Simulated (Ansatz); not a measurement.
Base system: Al2O3 in the corundum structure (space group R-3c, No. 167).

```
Al2O3
1.0
    2.38689     1.37807     4.33822
   -2.38689     1.37807     4.33822
    0.00000    -2.75614     4.33822
Al O
4 6
Direct
  0.64792   0.64792   0.64792
  0.14792   0.14792   0.14792
  0.35208   0.35208   0.35208
  0.85208   0.85208   0.85208
  0.75000   0.44414   0.05586
  0.05586   0.75000   0.44414
  0.25000   0.55586   0.94414
  0.55586   0.94414   0.25000
  0.94414   0.25000   0.55586
  0.44414   0.05586   0.75000
```

Cartesian axes are those of the cell as printed.

Computed with PBEsol in Ansatz (plane waves to 420 eV, PAW, spin-orbit coupling left out).

Strains are applied to the cell and any free atomic positions relax.

One change was made to it. Results:

| quantity | base | after |
|---|---|---|
| band gap | 6.03 eV | 6.20 eV |
| pressure (mean of the normal stresses, compression positive) | 0.00 GPa | 3.86 GPa |
| electron mass | 0.40 mₑ along c, 0.37 mₑ across (at Γ) | 0.39 mₑ along x, 0.37 mₑ along y, 0.40 mₑ along z (at Γ) |

Question: Which change produced these results?
(A) uniaxial strain ε_xx = −2.25 %
(B) uniaxial strain ε_xx = −0.75 %
(C) uniaxial strain ε_xx = −1.50 %

Answer: C, uniaxial strain ε_xx = −1.50 %. For comparison, the band gap in the other runs: uniaxial strain ε_xx = −0.75 % gives 6.13 eV; uniaxial strain ε_xx = −2.25 % gives 6.26 eV.

Effective masses come from finite differences of ±0.01 Å⁻¹. Whether these cells are dynamically stable was not tested.

Ansatz is a program for electronic structure.
